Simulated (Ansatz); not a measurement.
The parent structure is Rh in the fcc (Cu type) structure (space group Fm-3m, No. 225; relaxed with 0.1 eV smearing).

```
CELL_PARAMETERS angstrom
      0.00000     1.90077     1.90077
      1.90077     0.00000     1.90077
      1.90077     1.90077     0.00000
ATOMIC_POSITIONS crystal
  Rh 0.00000 0.00000 0.00000
```

All numbers come from Kohn–Sham DFT with the r2SCAN functional, run in Ansatz (a first-principles code) with PAW and 500 eV plane waves, no spin-orbit coupling.

Before the change:

```
Property   Result
--------  -------
Pressure  0.0 GPa
```

It is then changed as follows: an isotropic linear strain of −3.00 %; the atoms relax in the strained cell.

Question: Estimate the effect on the energy relative to the base and pressure.

Answer: The energy increases by 110 meV/atom; the pressure goes from zero to 32.3 GPa.

Stability against distortions was not tested. The final runs are not spin-polarised.
